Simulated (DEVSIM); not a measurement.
System: abrupt Si p-n junction, at 300 K.

| layer (left to right) | material | thickness (μm) | Nd (cm⁻³) | Na (cm⁻³) | τn (s) | τp (s) |
|---|---|---|---|---|---|---|
| 1 | Si | 2.40 | - | 9.4e15 | 4.2e-6 | 4.2e-6 |
| 2 | Si | 12.0 | 1.8e16 | - | 4.2e-6 | 4.2e-6 |

Left contact: ohmic. Right contact: ohmic. Voltage is applied to the left contact. Recombination: SRH at mid-gap. Mobility is constant in doping.

Constants are typed, rounded textbook-type inputs, not results; the design itself was drawn at random and stands for no fabricated device. Values at 300 K.

```
parameter           Si
-------------  -------
gap (eV)         1.124
affinity (eV)     4.05
permittivity      11.7
Nc (cm⁻³)      2.86e19
Nv (cm⁻³)       3.1e19
μn (cm²/Vs)       1417
μp (cm²/Vs)        470
```

Model (solved in DEVSIM): 1D drift-diffusion, Boltzmann statistics, complete ionisation; no tunnelling, impact ionisation, image-force lowering or self-heating.

**Question.** Tabulate band edges, carrier densities and field at zero bias.

**Answer.** Energies count from the Fermi level of the right contact; mesh points crowd at the junctions.

```csv
x (μm),Ec (eV),Ev (eV),n (cm⁻³),p (cm⁻³),field (V/cm)
0.000,0.915,-0.209,12000,9.4e15,≈ 0
0.03003,0.915,-0.209,12000,9.4e15,≈ 0
0.1018,0.915,-0.209,12000,9.4e15,≈ 0
0.2565,0.915,-0.209,12000,9.4e15,≈ 0
0.8027,0.915,-0.209,12000,9.4e15,≈ 0
1.636,0.915,-0.209,12000,9.4e15,≈ 0
2.070,0.912,-0.212,14000,8.6e15,-560
2.304,0.723,-0.401,2.0e7,5.7e12,-22000
2.370,0.546,-0.578,2.0e10,5.9e9,-32000
2.401,0.442,-0.682,1.1e12,1.1e8,-35000
2.433,0.344,-0.780,4.7e13,2500000,-27000
2.546,0.200,-0.924,1.3e16,9200,-2900
2.774,0.191,-0.933,1.8e16,6500,≈ 0
3.274,0.191,-0.933,1.8e16,6500,≈ 0
5.069,0.191,-0.933,1.8e16,6500,≈ 0
8.400,0.191,-0.933,1.8e16,6500,≈ 0
11.86,0.191,-0.933,1.8e16,6500,≈ 0
13.29,0.191,-0.933,1.8e16,6500,≈ 0
14.04,0.191,-0.933,1.8e16,6500,≈ 0
14.26,0.191,-0.933,1.8e16,6500,≈ 0
14.35,0.191,-0.933,1.8e16,6500,≈ 0
14.40,0.191,-0.933,1.8e16,6500,≈ 0
```
